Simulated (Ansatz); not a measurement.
Where the default PAW files enter, the runs use the earlier of Ansatz's two default sets.

Tunnelling through a barrier is set by its complex band structure: the current falls as exp(−2κd) with the smallest κ.

Data:

```
CELL_PARAMETERS angstrom
      3.07569     0.00000     0.00000
     -1.53784     2.66363     0.00000
      0.00000     0.00000    10.07065
ATOMIC_POSITIONS crystal
  Si 0.66667 0.33333 0.93784
  Si 0.33333 0.66667 0.43784
  Si 0.00000 0.00000 0.68789
  Si 0.00000 0.00000 0.18789
  C  0.66667 0.33333 0.74980
  C  0.33333 0.66667 0.24980
  C  0.00000 0.00000 0.50046
  C  0.00000 0.00000 0.00046
```

Space group of this cell: P6_3mc. The cell is taken as given.

Transport runs along the normal of the first two printed cell vectors, the (001) plane of the conventional cell.

The gap is the functional's own. No spin-orbit coupling. Mid-gap values are interpolated on the energy grid.

Q: Compute, with r2SCAN (Ansatz, a first-principles code), the band gap and the smallest decay constant κ at mid-gap.

A: Gap 2.60 eV on a 12×12×4 mesh; κ = 0.238 1/Å, at the zone centre.
